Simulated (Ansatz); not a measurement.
Hypothetical P4_2/mnm BAs, pressure series

The reference is BAs (space group P4_2/mnm, No. 136; a = 5.837 Å, c = 3.362 Å; a hypothetical phase, not in the database extracts checked).

Cell and atoms are relaxed at each pressure.

Computed with PBEsol (Ansatz, a program for electronic structure), without spin-orbit coupling.

Two rows of this table had their results exchanged by mistake.

```
pressure          volume per atom (Å³)  shortest distance (Å)  band gap
----------------  --------------------  ---------------------  --------
pressure −2 GPa                  14.55                  2.056   0.66 eV
pressure −1 GPa                  14.24                  2.041   0.59 eV
pressure 0.3 GPa                 14.29                  2.044   0.60 eV
pressure 0.7 GPa                 14.43                  2.051   0.63 eV
pressure 1.5 GPa                 14.16                  2.037   0.57 eV
pressure 3 GPa                   14.00                  2.030   0.54 eV
pressure 5 GPa                   13.81                  2.020   0.49 eV
pressure 7.5 GPa                 13.59                  2.009   0.44 eV
pressure 10 GPa                  13.38                  1.998   0.39 eV
```

Q: Which two?

A: The rows for pressure −1 GPa and pressure 0.7 GPa: the volume has to fall steadily with pressure, so 14.43 Å³ belongs to pressure −1 GPa and 14.24 Å³ to pressure 0.7 GPa.

Load acts through the strain it causes; cell and atoms are relaxed under it. Stability against distortions was not tested. Competing high-pressure phases were not computed.
